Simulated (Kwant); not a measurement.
System: wire with a row of barriers in a Ge (holes) two-dimensional gas. Effective mass 0.06 mₑ, grid spacing 5 nm, hard walls, nominal width 100 nm (19 grid rows, so walls 100 nm apart), one parabolic valley, scattering region 500 nm long along x; energies count from the band bottom; Fermi energy swept from 0.00050137 to 0.0059538 eV. 4 barrier(s) across the wire, height 0.0061 eV, thickness 15 nm (about 3 grid columns), spaced by 60 nm.

Constants are typed, rounded textbook-type inputs, not results; the design itself was drawn at random and stands for no fabricated device.

Model: effective-mass tight-binding model on a square grid, one spin, coherent transport at 0 K (Kwant). Conductance is in e²/h.

Question: How many channels do the leads carry at E = 3.11, 4.00 meV?

Answer: The hard-wall thresholds are n² ħ²π²/(2mW²) = n² × 0.627 meV with W = 100 nm. √(3.11/0.627) = 2.23, so 2. √(4.00/0.627) = 2.53, so 2.
